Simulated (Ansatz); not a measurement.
The parent structure is BaMg₂P₂ (space group P-3m1, No. 164; a = 4.3424 Å, c = 7.5004 Å; a cell from a computed database, its experimental status unchecked).

Now apply this change: full substitution P → S; the structure is relaxed again.

Levels (all Ansatz, a quantum-chemistry and plane-wave program, PAW): PBEsol (420 eV, no spin-orbit coupling); r2SCAN (500 eV, scalar-relativistic without spin-orbit coupling).

The geometry is relaxed with PBEsol.

```
Property           Value
---------------  -------
PBEsol pressure  0.0 GPa
```

Task: How does going to r2SCAN change the pressure?

Result: The pressure goes from zero to 0.9 GPa.

Single points use the geometry relaxed with PBEsol. Their cutoffs differ, which shifts pressures a little. Stability against distortions was not tested. As relaxed here, BaMg2S2 is a hypothetical phase, not in the database extracts checked. All final runs are without spin polarisation.
